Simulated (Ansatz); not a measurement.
The parent structure is HfS₂ in the rutile structure (space group P4_2/mnm, No. 136; a = 6.024 Å, c = 3.652 Å; a hypothetical phase, not in the database extracts checked).

Levels (all Ansatz, an electronic-structure program, PAW, earlier PAW set): PBEsol (420 eV, scalar-relativistic without spin-orbit coupling); HSE06 (420 eV, no spin-orbit coupling); PBEsol+SOC (600 eV, noncollinear with spin-orbit coupling).

One geometry, relaxed with PBEsol, under each level:

| level | band gap | lowest conduction level above the VBM at special points |
|---|---|---|
| PBEsol | 0.26 eV | Γ 0.26 eV; M 0.53 eV; R 0.87 eV |
| HSE06 | (withheld) | (withheld) |
| PBEsol+SOC | 0.26 eV | Γ 0.26 eV; M 0.53 eV; R 0.85 eV; X 1.22 eV |

Problem. Give the withheld HSE06 results.

Solution. 
- HSE06, band gap: 1.11 eV
- HSE06, lowest conduction level above the VBM at special points: Γ 1.11 eV; M 1.38 eV; R 1.74 eV

Single points use the geometry relaxed with PBEsol. HSE06 was sampled on its mesh, a few special points and the semilocal edge points, so its gap is an upper bound. The spin-orbit shifts are approximate. With Hf present, leaving out spin-orbit coupling can change the band edges. Stability against distortions was not tested. A zero or small gap of HfS2 can be the functional's error rather than a property of the material.
